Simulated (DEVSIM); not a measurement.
Structure: Co/SiON/n-In0.53Ga0.47As capacitor, at 300 K.

```tsv
layer (left to right)	material	thickness (nm)	Nd (cm⁻³)
1	SiON	3.30	-
2	In0.53Ga0.47As	5000	1.3e16
```

Metal gate on the left, work function 5 eV. Fixed charge at the semiconductor interface -1.2e11 cm⁻² (in units of +e); no interface traps.

Constants are typed, rounded textbook-type inputs, not results; the design itself was drawn at random and stands for no fabricated device. Values at 300 K; Nc and Nv go as T^1.5, mobilities as T to minus their exponent, the gap by Varshni's rule with the affinity fixed.

```
parameter         SiON  In0.53Ga0.47As
----------------  ----  --------------
gap (eV)             7            0.74
affinity (eV)      1.4            4.51
permittivity       5.5            13.9
Nc (cm⁻³)            -          2.1e17
Nv (cm⁻³)            -          7.7e18
Varshni α (eV/K)     -         0.00035
Varshni β (K)        -             190
```

DEVSIM, 1D Poisson equation in equilibrium, Boltzmann statistics, complete ionisation; no quantum confinement or tunnelling. Metal contacts follow the ideal Schottky-Mott rule: no Fermi-level pinning, no interface dipoles.

Base results: minimum of the low-frequency capacitance (μF/cm²) 0.0573; threshold voltage (band bending 2φF) (V) -0.11; capacitance of the dielectric stack (μF/cm²) 1.48; flat-band voltage (V) 0.43.

**Question.** What follows from this one change: interface trap density 0 → 1e+11 cm^-2 eV^-1?

**Answer.** minimum of the low-frequency capacitance 0.0573 → 0.0720 μF/cm²; threshold voltage (band bending 2φF) little changed (-0.11 V); capacitance of the dielectric stack little changed (1.48 μF/cm²); flat-band voltage little changed (0.43 V).

**Question.** What follows from this one change: gate work function 5 → 5.15 eV?

**Answer.** minimum of the low-frequency capacitance little changed (0.0573 μF/cm²); threshold voltage (band bending 2φF) -0.11 → 0.04 V; capacitance of the dielectric stack little changed (1.48 μF/cm²); flat-band voltage 0.43 → 0.58 V.

**Question.** What follows from this one change: fixed charge -1.2e+11 → 2.04e+12 cm^-2?

**Answer.** minimum of the low-frequency capacitance little changed (0.0570 μF/cm²); threshold voltage (band bending 2φF) -0.11 → -0.34 V; capacitance of the dielectric stack little changed (1.48 μF/cm²); flat-band voltage 0.43 → 0.20 V.

**Question.** What follows from this one change: SiON thickness 0.0033 → 0.0018 μm?

**Answer.** minimum of the low-frequency capacitance little changed (0.0581 μF/cm²); threshold voltage (band bending 2φF) little changed (-0.10 V); capacitance of the dielectric stack 1.48 → 2.71 μF/cm²; flat-band voltage little changed (0.43 V).

**Question.** What follows from this one change: substrate doping 1.3e+16 → 6.5e+15 cm^-3?

**Answer.** minimum of the low-frequency capacitance 0.0573 → 0.0428 μF/cm²; threshold voltage (band bending 2φF) -0.11 → -0.08 V; capacitance of the dielectric stack little changed (1.48 μF/cm²); flat-band voltage 0.43 → 0.41 V.
